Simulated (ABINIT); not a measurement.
Worked example: self-consistent single point of GaSn₃ (Fm-3m, 4 atoms in the cell) in ABINIT.

Method of the run: LDA (PW92), PAW (JTH v2.0 LDA PAW) (plane waves; ABINIT 10.0.3).

The change in words: lattice scaled by 0.98. Reference geometry:
```yaml
crystal:
  lattice:
    - [0.00000, 3.70595, 3.70595]
    - [3.70595, 0.00000, 3.70595]
    - [3.70595, 3.70595, 0.00000]
  atoms:
    - { symbol: Ga, position: [0.00000, 0.00000, 0.00000] }
    - { symbol: Sn, position: [0.25000, 0.25000, 0.25000] }
    - { symbol: Sn, position: [0.75000, 0.75000, 0.75000] }
    - { symbol: Sn, position: [0.50000, 0.50000, 0.50000] }
```

Reference input (self-consistent single point, DFT, LDA (PW92), plane waves, PAW (JTH v2.0 LDA PAW)): pseudos = [Ga.LDA_PW-JTH.xml, Sn.LDA_PW-JTH.xml]; ecut = 40 Ry; pawecutdg = 80 Ry; pawxcdev = 0; occopt = 3; tsmear = 0.00499791 Ha; ngkpt = 9 9 9; nshiftk = 1; shiftk = 0 0 0; potentials = JTH v2.0 LDA PAW; nband = 36; kptopt = 1. This run's input differs from it in these lines:

```diff
@@ -3,3 +3,3 @@
 pseudos "Ga.LDA_PW-JTH.xml, Sn.LDA_PW-JTH.xml"
-acell 5.2410118225 5.2410118225 5.2410118225 Angstrom
+acell 5.1361917275 5.1361917275 5.1361917275 Angstrom
 rprim
```

The program printed (abridged):

```
--- !BeginCycle
solver: {iscf: 17, nstep: 100, nline: 4, wfoptalg: 10, }
tolerances: {tolvrs: 1.00E-10, }
...

     iter   Etot(hartree)      deltaE(h)  residm     nres2
 ETOT  1  -288.47410830835    -2.885E+02 3.950E-01 2.921E+00
 ETOT  2  -288.89982883546    -4.257E-01 5.377E-02 8.181E-01
 ETOT  3  -288.89879637618     1.032E-03 1.531E-02 1.396E-01
 ETOT  4  -288.89865325951     1.431E-04 3.165E-03 2.897E-03
 ETOT  5  -288.89864262931     1.063E-05 2.720E-03 2.789E-04
 ETOT  6  -288.89864316916    -5.399E-07 6.311E-04 1.036E-05
 ETOT  7  -288.89864318430    -1.513E-08 9.113E-04 5.626E-07
 ETOT  8  -288.89864318401     2.884E-10 2.924E-04 8.018E-09
 ETOT  9  -288.89864318404    -3.610E-11 3.775E-04 2.413E-09
 ETOT 10  -288.89864318404     1.762E-12 1.964E-04 7.948E-11
 At SCF step   10       nres2   =  7.95E-11 < tolvrs=  1.00E-10 =>converged.

 Cartesian components of stress tensor (hartree/bohr^3)
  sigma(1 1)= -3.09332208E-08  sigma(3 2)=  0.00000000E+00
  sigma(2 2)= -3.09332208E-08  sigma(3 1)=  0.00000000E+00
  sigma(3 3)= -3.09332208E-08  sigma(2 1)=  0.00000000E+00

 ----iterations are completed or convergence reached----

 reduced coordinates (array xred) for    4 atoms
       0.000000000000      0.000000000000      0.000000000000
       0.250000000000      0.250000000000      0.250000000000
       0.750000000000      0.750000000000      0.750000000000
       0.500000000000      0.500000000000      0.500000000000
 cartesian forces (eV/Angstrom) at end:
    1     -0.00000000000000     0.00000000000000     0.00000000000000
   [... lines left out ...]
 Fermi (or HOMO) energy (hartree) =   0.24607   Average Vxc (hartree)=  -0.39044
 Fermi (or HOMO) energy (eV) =   6.69603   Average Vxc (eV)= -10.62437
   [... lines left out ...]
'-kT*entropy'       : -5.52573638485696E-03
total_energy        : -2.88898635519337E+02
total_energy_eV     : -7.86133166774691E+03
...

-Cartesian components of stress tensor (GPa)         [Pressure=  9.1009E-04 GPa]
- sigma(1 1)= -9.10086624E-04  sigma(3 2)=  0.00000000E+00
- sigma(2 2)= -9.10086624E-04  sigma(3 1)=  0.00000000E+00
- sigma(3 3)= -9.10086624E-04  sigma(2 1)=  0.00000000E+00

 Calculation completed.
```

The run converged in 10 iterations. Against the reference run the free energy drops by 13.5 meV/atom and the pressure goes from -3.04 to 0.00 GPa.

The starting cell comes from a database of computed structures (which also holds hypothetical and non-ambient phases and stackings), without a prior relaxation at this level. For this run, on top of that: lattice scaled by 0.98.

Cost on one core of a shared machine: roughly 3 min.
